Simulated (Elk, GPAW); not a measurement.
An Elk input for a self-consistent single point of MoS₂ (P-3m1, 3 atoms in the cell) (DFT, LDA (PW92), all-electron FP-LAPW, Elk's shipped species files, APW+lo basis with extra local orbitals):

```
tasks
  0

xctype
  3

rgkmax
  8.0

gmaxvr
  16.0

nxlo
  2

lorbcnd
  .true.

rmtscf
  0.89

lmaxi
  2

stype
  0

swidth
  0.00367493

scale
  6.099015097

avec
    1.0000000000    0.0000000145    0.0000000000
   -0.5000000126    0.8660253965    0.0000000000
    0.0000000000    0.0000000000    1.9558632469

sppath
  './'

atoms
  2   : nspecies
  'Mo.in'   : spfname
  1   : natoms; atposl, bfcmt below
  0.0000000000  0.0000000000  0.5000000000    0.0 0.0 0.0
  'S.in'   : spfname
  2   : natoms; atposl, bfcmt below
  0.3333333333  0.6666666667  0.2553200000    0.0 0.0 0.0
  0.6666666667  0.3333333333  0.7446800000    0.0 0.0 0.0

ngridk
  15 15 7
```

**Question.** Write the same calculation as an input for GPAW.

**Answer.** This is the input that was run; spellings and numerical settings could be chosen otherwise.

```python
from ase import Atoms
from ase.units import GPa
from gpaw import GPAW

atoms = Atoms(['Mo', 'S', 'S'],
              cell=[[3.227460, 0.000000, 0.000000],
                    [-1.613730, 2.795062, 0.000000],
                    [0.000000, 0.000000, 6.312470]],
              scaled_positions=[[0.000000, 0.000000, 0.500000],
                                [0.333333, 0.666667, 0.255320],
                                [0.666667, 0.333333, 0.744680]],
              pbc=True)

calc = GPAW(mode={'name': 'pw', 'ecut': 600},
            xc='LDA',
            kpts=(15, 15, 7),
            occupations={'name': 'methfessel-paxton', 'width': 0.1, 'order': 0},
            nbands=-9,
            convergence={'density': 1e-05, 'energy': 1e-05},
            symmetry={'symmorphic': False, 'tolerance': 0.0005},
            maxiter=100)

atoms.calc = calc

energy = atoms.get_potential_energy()
print('Energy (eV):', round(energy, 6))
forces = atoms.get_forces()
print('Forces (eV/Ang):')
print(forces.round(5))
stress = atoms.get_stress()
print('Stress (GPa, Voigt):', (stress / GPa).round(4))
```

Basis, cutoffs, solver keys and any potentials are the target program's own. This input uses DFT LDA (Perdew-Wang 92), plane waves, GPAW PAW datasets LDA (gpaw-data 1.0.1). LDA parametrisations can differ slightly between programs.

The starting cell comes from a database of computed structures (which also holds hypothetical and non-ambient phases and stackings), without a prior relaxation at this level.
